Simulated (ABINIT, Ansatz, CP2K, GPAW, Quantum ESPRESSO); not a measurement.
**Code comparison for SrCaPb6 (P4/mmm, 8 atoms in the cell)**

Self-consistent single point, at a second geometry (lattice scaled by 0.98). First geometry:

```yaml
crystal:
  lattice:
    - [5.01108, 0.00000, 0.00000]
    - [0.00000, 5.01108, 0.00000]
    - [0.00000, 0.00000, 10.01156]
  atoms:
    - { symbol: Sr, position: [0.00000, 0.00000, 0.50000] }
    - { symbol: Ca, position: [0.00000, 0.00000, 0.00000] }
    - { symbol: Pb, position: [0.50000, 0.00000, 0.24479] }
    - { symbol: Pb, position: [0.50000, 0.00000, 0.75521] }
    - { symbol: Pb, position: [0.00000, 0.50000, 0.24479] }
    - { symbol: Pb, position: [0.00000, 0.50000, 0.75521] }
    - { symbol: Pb, position: [0.50000, 0.50000, 0.00000] }
    - { symbol: Pb, position: [0.50000, 0.50000, 0.50000] }
```

Shared settings, as Ansatz (a program for electronic structure) writes them: kpoints.mp_grid.grid = 3 3 2; scf.occupations.method = gaussian; scf.occupations.width = 0.02 Ry. Potentials and cutoffs stand in the table.

| code | model | ΔF from the first geometry (meV/atom) | pressure (GPa) | largest force (eV/Å) | cutoff |
|---|---|---|---|---|---|
| GPAW | PBEsol, GPAW PAW datasets PBEsol (made by gpaw-setup) | -17.4 | -0.46 | 0.025 | 600 eV |
| ABINIT | PBEsol, norm-conserving pseudopotentials (PseudoDojo nc-sr-04 PBEsol standard) | -16.9 | -0.41 | 0.024 | 68 Ry |
| Quantum ESPRESSO | PBEsol, PseudoDojo standard norm-conserving (PBESOL) pseudopotentials | -16.9 | -0.41 | 0.023 | 70 Ry |
| CP2K | PBEsol, GPW, DZVP-MOLOPT-SR-GTH basis, GTH-PBE potentials (GTH_POTENTIALS) | 2.9 | 1.42 | 0.021 | grid 500 Ry |
| Ansatz | PBEsol, PAW files made with PBE | -16.1 | -0.36 | 0.023 | 30.9 Ry |

On Ansatz's run: spin-orbit coupling is off.

The spread over the programs that give each value: ΔF from the first geometry within 20.3 meV/atom; pressure within 1.88 GPa; largest force within 0.004 eV/Å.

CP2K uses small atom-centred bases, whose incompleteness enters pressures, forces and empty levels differently from a plane-wave cutoff. Ansatz's pressure is given at a fixed set of plane waves, as the other plane-wave codes print theirs. In the pressure, CP2K (by 1.83) lies more than 1 GPa from the median of the plane-wave programs.

The shared mesh is coarse (it stands for a supercell whose shortest vector is 15 Å), so the values are not converged in it.

The starting cell comes from a database of computed structures (which also holds hypothetical and non-ambient phases and stackings), without a prior relaxation at this level. Its lattice was rescaled by a random factor within 2.5 % of one. For this run, on top of that: lattice scaled by 0.98.

Keys are those of Ansatz 0.2.
